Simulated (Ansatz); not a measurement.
The parent structure is WC (space group P-6m2, No. 187; relaxed with 0.1 eV smearing).

```
CELL_PARAMETERS angstrom
      2.92246     0.00000     0.00000
     -1.46123     2.53092     0.00000
      0.00000     0.00000     2.84619
ATOMIC_POSITIONS crystal
  W  0.00000 0.00000 0.00000
  C  0.66667 0.33333 0.50000
```

Cartesian axes are those of the cell as printed.

Computed with Ansatz (a program for electronic structure), PBE, PAW, cutoff 420 eV, no spin-orbit coupling.

Modification: biaxial strain +0.18 %, plane normal [001], relaxed out of plane (Cartesian); in-plane vectors clamped, the third vector and the atoms free.

Predict the new out-of-plane strain and in-plane stress.

The out-of-plane strain amounts to -0.06 %; the mean in-plane stress (compression positive) comes out as -1.5 GPa.

No phonon test of stability was made. All final runs are without spin polarisation.
